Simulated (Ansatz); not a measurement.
Where the default PAW files enter, the runs use the earlier of Ansatz's two default sets.

Given:

```yaml
crystal:
  lattice:
    - [5.03180, 0.00000, 0.00000]
    - [0.00000, 5.17186, 0.00000]
    - [2.51590, 0.00000, 2.51590]
  atoms:
    - { symbol: Hf, position: [0.50000, 0.50000, 0.00000] }
    - { symbol: Hf, position: [0.00000, 0.00000, 0.00000] }
    - { symbol: O, position: [0.00000, 0.69721, 0.50000] }
    - { symbol: O, position: [0.00000, 0.19721, 0.50000] }
    - { symbol: O, position: [0.50000, 0.80279, 0.50000] }
    - { symbol: O, position: [0.50000, 0.30279, 0.50000] }
```

Space group of this cell: P4_2/nmc. The cell is taken as given; by r2SCAN its mean pressure is 4.2 GPa.

Transport runs along the normal of the first two printed cell vectors, the (110) plane of the conventional cell.

The gap is the functional's own. No spin-orbit coupling. Mid-gap values are interpolated on the energy grid.

Problem. Compute, with Ansatz (a quantum-chemistry and plane-wave program) with r2SCAN, the band gap and the smallest decay constant κ at mid-gap.

Solution. Gap 5.31 eV on a 12×6×12 mesh; κ = 0.341 1/Å, at the zone centre.
